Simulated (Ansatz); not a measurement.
Results of r²SCAN (Ansatz, a quantum-chemistry and plane-wave program, plane waves, PAW) for ZnS (model structure, started from the BeO type, P4₂/mnm, No. 136, 8 atoms in the cell).

Settings: plane-wave cutoff 560 eV, 6×6×10 k mesh (along the axes of the cell as run), Fermi–Dirac smearing 0.01 eV, scalar-relativistic PAW data made under PBE.

Cell (relaxed at this level):

```xyz
8
Lattice="6.5495 0.0000 0.0000 0.0000 6.5495 0.0000 0.0000 0.0000 3.8348" Properties=species:S:1:pos:R:3 pbc="T T T"
Zn     2.1334     4.4161     0.0000
Zn     4.4161     2.1334     0.0000
Zn     5.4082     5.4082     1.9174
Zn     1.1413     1.1413     1.9174
S      2.0470     2.0470     0.0000
S      4.5025     4.5025     0.0000
S      1.2277     5.3218     1.9174
S      5.3218     1.2277     1.9174
```

Problem. What does this level give for the band gap?

Solution. 
- band gap: 2.85 eV (direct)

Note: the relaxation could raise the start's symmetry but not lower it, so the cell can be a saddle point.

Static lattice: no zero-point or thermal effects.

A model structure was made by putting elements into a prototype or built by hand; it is no filed structure, need not be a known phase, and can be a saddle point held by its symmetry.
